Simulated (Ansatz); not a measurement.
## Effect of uniaxial strain ε_zz = −3.00 % on CsSnI3

The reference is CsSnI$_{3}$ in the cubic perovskite structure (space group Pm-3m, No. 221; a = 6.1305 Å). Axes: x, y, z lie along the cube axes.

Perturbation: uniaxial strain ε_zz = −3.00 %, all other strain components held at zero; the atoms relax in the strained cell.

Calculations: Kohn–Sham DFT with the PBEsol functional, run in Ansatz (an electronic-structure program) with PAW and 420 eV plane waves, no spin-orbit coupling. Settings: 8×8×8 k-points, 0.05 eV Fermi–Dirac smearing.

```tsv
quantity	base	changed	shift
volume per atom	46.08 Å³	44.70 Å³	-1.38 Å³
space group	Pm-3m (No. 221)	P4/mmm (No. 123)	–
shortest interatomic distance	3.065 Å	2.973 Å	-0.092 Å
energy relative to the base (free energy F)	0 meV/atom	+6.5 meV/atom	+6.5 meV/atom
pressure (mean of the normal stresses, compression positive)	0.0 GPa	0.6 GPa	+0.6 GPa
band gap	0.10 eV	zero	–
stress (xx, yy, zz, yz, xz, xy; compression positive) (rough)	–	(0.2, 0.2, 1.6, 0.0, 0.0, 0.0) GPa	–
```

Without a gap, meshes like the base's 8×8×8 leave anisotropic stresses uncertain by several tenths of a GPa, and small strain energies with them. With I present, leaving out spin-orbit coupling can change the band edges. Whether these cells are dynamically stable was not tested. The final runs are not spin-polarised. Many cubic perovskites are stable only at high temperature; tilts and polar distortions were not tested. A zero or small gap of CsSnI3 can be the functional's error rather than a property of the material.
